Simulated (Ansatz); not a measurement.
System: ZrB2 (model structure, started from the MoSi2 type, I4/mmm, No. 139, 3 atoms in the cell). Method: r²SCAN+rVV10 (PAW; Ansatz, a quantum-chemistry and plane-wave program).

Input file:

Ansatz 0.2 input:
```yaml
crystal:
  lattice:
    - [-1.749196982, 1.749196982, 3.1707399476]
    - [1.749196982, -1.749196982, 3.1707399476]
    - [1.749196982, 1.749196982, -3.1707399476]
  atoms:
    - { symbol: Zr, position: [0.0, 0.0, 0.0] }
    - { symbol: B, position: [0.377175558, 0.377175558, 0.0] }
    - { symbol: B, position: [0.622824442, 0.622824442, 0.0] }
basis:
  ecutwfc: 560
  ecutrho_ratio: 4
  xc_grid: 3
kpoints:
  mp_grid: { grid: [24, 24, 24] }
hamiltonian:
  xc: r2scan
  dispersion: rvv10
  pseudopotentials: { kind: paw }
scf:
  occupations: { method: fermi_dirac, width: 0.05 }
output:
  forces: true
  stress: true
  eigenvalues: true
relax:
  f_tol: 0.004
  escape_saddle: false
  max_steps: 80
  cell: { stress_tol: 0.02, fix: [volume] }
```

From the output:

```
Relaxation: its limit of steps is 80 (relax.max_steps)
Crystal: 3 atoms, lattice volume = 38.806 Å³
Basis set: ecut = 560 eV, 1193 PW (Γ), exchange–correlation on 96×96×96 points (27 copies of the dense FFT grid, shifted against one another)
Bands: 13, of which v1, the nominal top of the filled ones, is band 9 counted from 1 (8 counted from 0)
Symmetry: 16 space group operations
Space group: I4/mmm (ITA 139), of the structure as read, at distance tolerance 3.4e-5 Å
k-points: 1063 of 13824
Functional: x = r2scan, c = r2scan + rvv10(b = 11.95, C = 0.0093); τ floored in thin density (d = 2e-4 eV/Å³)
SCF iter   1: F=—  HF=-4506.331468 eV  |F-HF|=—  |Δ(HF+E_count)|=         —  Δρ=1.28e-2  dr2=1.05e-1  dr2_τ=2.08e-1
SCF iter   2: F=—  HF=-4506.360356 eV  |F-HF|=—  |Δ(HF+E_count)|=   2.89e-2  Δρ=6.93e-3  dr2=2.48e-2  dr2_τ=1.20e-3
  ...
SCF 1 converged in 7 iterations: F = -4506.358648 eV  dr2 = 8.58e-9
Crystal: 3 atoms, lattice volume = 38.806 Å³
Initial density: handed on by an earlier stage of this run
SCF 2 converged in 4 iterations: F = -4506.359290 eV  dr2 = 8.82e-8
Crystal: 3 atoms, lattice volume = 38.806 Å³
SCF 3 converged in 4 iterations: F = -4506.359414 eV  dr2 = 3.11e-8
Crystal: 3 atoms, lattice volume = 38.806 Å³
SCF 4 converged in 4 iterations: F = -4506.359417 eV  dr2 = 3.16e-9
Crystal: 3 atoms, lattice volume = 38.806 Å³
SCF iter   4: F=—  HF=-4506.359417 eV  |F-HF|=—  |Δ(HF+E_count)|=  1.14e-10  Δρ=3.71e-7  dr2=1.49e-11  dr2_τ=7.68e-12
SCF iter   5: F=-4506.359417 eV  HF=-4506.359417 eV  |F-HF|=0.00e0  |Δ(HF+E_count)|=  3.73e-11  Δρ=4.96e-8  dr2=4.94e-13  dr2_τ=3.26e-13
SCF 5 converged in 5 iterations: F = -4506.359417 eV  dr2 = 4.94e-13
SCF converged after 5 iterations
Free energy (F): -4506.359417 eV
Internal energy: -4506.349492 eV  (E = F + TS)
E sigma→0 (E₀):  -4506.354454 eV
Fermi energy:    11.249935 eV
--- Forces (eV/Å), atoms counted from 1 ---
  atom   1  Zr     0.00000000     0.00000000     0.00000000
  atom   2  B     -0.00000000     0.00000000    -0.00022841
  atom   3  B      0.00000000     0.00000000     0.00022841
--- Stress (GPa, compression-positive) ---
       -2.746313      -0.000000       0.000000
       -0.000000      -2.746313       0.000000
       -0.000000      -0.000000      -2.745545
  P = ⅓ Tr σ = -2.7461 GPa (-27.461 kbar)
```

The cell is one volume of an energy–volume scan, off the minimum.

The PAW data were made under PBE.

Note: the relaxation could raise the start's symmetry but not lower it, so the cell can be a saddle point.

Computing time: very roughly 7 core-minutes.

A model structure was made by putting elements into a prototype or built by hand; it is no filed structure, need not be a known phase, and can be a saddle point held by its symmetry.
